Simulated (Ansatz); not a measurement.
The reference is BaHfO3 in the cubic perovskite structure (space group Pm-3m, No. 221).

```xyz
5
Lattice="4.2062 0.0000 0.0000 0.0000 4.2062 0.0000 0.0000 0.0000 4.2062" Properties=species:S:1:pos:R:3 pbc="T T T"
Ba     0.0000     0.0000     0.0000
Hf     2.1031     2.1031     2.1031
O      2.1031     0.0000     2.1031
O      0.0000     2.1031     2.1031
O      2.1031     2.1031     0.0000
```

Cartesian axes are those of the cell as printed.

The values are results of Ansatz (a quantum-chemistry and plane-wave program), PBE, PAW, cutoff 420 eV, without spin-orbit coupling, not measurements.

One thing is altered: an isotropic linear strain of +3.00 %; the atoms relax in the strained cell.

Problem. Predict the stress tensor and what it implies for the stiffness.

Solution. Stress of the strained cell less that of the base (GPa, compression positive):
```
 -11.31    0.00    0.00
   0.00  -11.31    0.00
   0.00    0.00  -11.31
```

Then B = −ΔP/(ΔV/V₀) with ΔV/V₀ = 0.0927 gives secant stiffness values (nonlinear terms included at this strain): B ≈ 122 GPa.

As a check, the harmonic strain energy −½ V₀ Δσ:ε is 47 meV/atom; the computed energy rise is 53 meV/atom.

No phonon test of stability was made.
